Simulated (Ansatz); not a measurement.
Take PbTe in the rock salt structure (space group Fm-3m, No. 225; a = 6.534 Å) as the base.

Method: r2SCAN (Ansatz, a program for electronic structure), without spin-orbit coupling.

Carriers are added at fixed cell with a uniform background; the Fermi–Dirac width is that of 300 K.

One change was made to it. Results:

The gap between the host's bands shrinks by 0.09 eV to 1.00 eV; the Fermi level relative to the doped band's edge (positive inside the band; to 0.05 eV) is +0.70 eV; the gap character is still direct at L.

Question: Which of these changes matches the shifts?
A) holes 1.5×10^21 cm⁻³
B) electrons 7.0×10^21 cm⁻³
C) electrons 3.0×10^21 cm⁻³

Answer: B, electrons 7.0×10^21 cm⁻³. For comparison, the Fermi level from band edge in the other runs: holes 1.5×10^21 cm⁻³ gives +0.30 eV; electrons 3.0×10^21 cm⁻³ gives +0.50 eV.

Charged cell with a jellium background: band edges are those of the host's band count, energies are not comparable with the neutral cell, and many-body gap narrowing is missing. With Pb and Te present, leaving out spin-orbit coupling can change the band edges. Whether these cells are dynamically stable was not tested.
